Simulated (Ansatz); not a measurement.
**Response to strain in Nb**

The reference is Nb in the bcc (W type) structure (space group Im-3m, No. 229; relaxed with 0.1 eV smearing).

```xyz
1
Lattice="-1.6522 1.6522 1.6522 1.6522 -1.6522 1.6522 1.6522 1.6522 -1.6522" Properties=species:S:1:pos:R:3 pbc="T T T"
Nb     0.0000     0.0000     0.0000
```

Cartesian axes are those of the cell as printed.

Strains are applied to the cell and any free atomic positions relax; under biaxial strain the out-of-plane vector relaxes too.

The values are results of r2SCAN (Ansatz, a program for electronic structure; PAW; 500 eV plane waves; no spin-orbit coupling), not measurements.

```json
[
 {"biaxial strain, plane normal [001], relaxed out of plane (%)": "-3", "out-of-plane strain (%)": "3.28"},
 {"biaxial strain, plane normal [001], relaxed out of plane (%)": "-2.5", "out-of-plane strain (%)": "2.72"},
 {"biaxial strain, plane normal [001], relaxed out of plane (%)": "-2", "out-of-plane strain (%)": "2.17"},
 {"biaxial strain, plane normal [001], relaxed out of plane (%)": "-1.5", "out-of-plane strain (%)": "1.62"},
 {"biaxial strain, plane normal [001], relaxed out of plane (%)": "-1", "out-of-plane strain (%)": "1.08"},
 {"biaxial strain, plane normal [001], relaxed out of plane (%)": "-0.5", "out-of-plane strain (%)": "?"},
 {"biaxial strain, plane normal [001], relaxed out of plane (%)": "0", "out-of-plane strain (%)": "0.00"}
]
```

Problem. Fit ε⊥ = −νε + γε² (strains in %) to the rows shown and predict the withheld row.

Solution. Least squares on the printed values gives ν = 1.07 (the biaxial Poisson response) and γ = 0.008 (largest residual 0.00 %); this predicts 0.54 %, and the run gives 0.54 %, in agreement.

Stability against distortions was not tested. The final runs are not spin-polarised.
